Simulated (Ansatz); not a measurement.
For SnSeS (P3m1, No. 156, 3 atoms in the cell; start mp-1218912), LDA in Ansatz (PAW) gives:

* **lattice constant a**: 3.715 Å
* **lattice parameter c**: 5.801 Å
* **bulk modulus B0**: 29.6 GPa
* **cohesive energy**: 4.15 eV/atom
* **band gap**: 0.58 eV

Problem. What does r²SCAN (PAW; Ansatz, a quantum-chemistry and plane-wave program) give for the same quantities?

Solution. 
- lattice constant a: 3.758 Å (rises by 1.2 %)
- lattice parameter c: 6.395 Å (goes up by 10 %)
- bulk modulus: 12.6 GPa (decreases by 57 %)
- cohesive energy: 3.36 eV/atom (falls by 0.79 eV/atom)
- band gap: 1.28 eV (rises by 0.70 eV)

Changes are worked out from the printed values.

Unless a cell is named, each level is at its own relaxed cell (LDA 23.11, r²SCAN 26.07 Å³/atom).

Levels without +SOC leave out spin–orbit coupling, which shifts energies and cells of such heavy elements.

Spin–orbit coupling is included only where a level's name says +SOC; with heavier elements it mostly lowers gaps and can invert bands. Density-functional gaps are differences of (generalised) Kohn–Sham levels.

Caveats: the bulk modulus is −V dP/dV from two relaxed cells at ±2 % in volume (LDA, r²SCAN); the relaxation could not lower the start's symmetry, so the cell can be a saddle point above a distorted one (LDA, r²SCAN). Ansatz's density-functional and Hartree–Fock values are scalar-relativistic unless marked +SOC, with PAW data made under PBE.

A start named mp-… is a Materials Project structure, which need not be a measured phase.
